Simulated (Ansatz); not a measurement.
SiGe (P6₃mc, No. 186, 4 atoms in the cell; start mp-978534) was calculated with G0W0@HSE06 (plane waves, hard PAW, contour deformation; Ansatz, a program for electronic structure).

The cell is the one relaxed with PBEsol. Conventional cell: a = 3.9063 Å, b = 3.9063 Å, c = 6.4283 Å, α = 90.00°, β = 90.00°, γ = 120.00°.

The quasiparticle gap at Γ at a fixed k mesh 3×3×2:

| response cutoff | value (eV) |
|---|---|
| 200 eV, 1002 empty bands | 1.336 |
| 250 eV, 1401 empty bands | 1.342 |
| 300 eV, 1841 empty bands | 1.345 |
| 400 eV, 2835 empty bands | 1.348 |

Problem. Taking the value to converge with the response cutoff E as E^(−3/2), extrapolate from the last two rows.

Solution. With y = y∞ + c/w and weights w = 5196 and 8000 for the last two rows, y∞ = (w2 y2 − w1 y1)/(w2 − w1) = (8000 × 1.348 − 5196 × 1.345)/2804 = 1.354 eV, which lies 0.006 beyond the last row. Successive pairs of rows give 1.357, 1.355, 1.354. The limit also hangs on the law assumed, so its last digits aren't firm.

The other settings are not extrapolated, so this is the limit in one setting alone.

Spin–orbit coupling is not included.

Note: filled d or f shells below the valence bands can shift G0W0 gaps through exchange with them, which wasn't tested here. Note: GW on a hybrid start was not checked against another program.

A start named mp-… is a Materials Project structure, which need not be a measured phase.
